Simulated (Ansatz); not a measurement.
Gap of a one-dimensional BaS body, 2 atoms a period at several levels, all on one geometry.

```yaml
crystal:
  lattice:
    - [11.00000, 0.00000, 0.00000]
    - [0.00000, 11.00000, 0.00000]
    - [0.00000, 0.00000, 5.69093]
  atoms:
    - { symbol: Ba, position: [0.50000, 0.50000, 0.00000] }
    - { symbol: S, position: [0.50000, 0.50000, 0.50000] }
```

Levels: PBE (plane waves to 420 eV, PAW; Ansatz, a quantum-chemistry and plane-wave program); PBE with spin-orbit coupling (Ansatz); r2SCAN (plane waves to 500 eV, PAW; Ansatz); HSE06 run with Ansatz. Unmarked values and the geometry are of the first. Mesh 1×1×54. No spin polarisation. It repeats along c; a and b span vacuum. A hypothetical model. Symmetry and one short period hold its shape; lower forms weren't sought. Pairing along the axis, which can open a gap, is among the distortions not tried. HSE06 ran on a 1×1×3 mesh and at PBE's edge points.

| level | gap (eV) |
|---|---|
| PBE | 1.39 |
| PBE+SOC | [?] |
| r2SCAN | 2.03 |
| HSE06 | 2.24 |

Q: Complete the blanks.

A: 
- PBE+SOC, gap (eV): 1.40
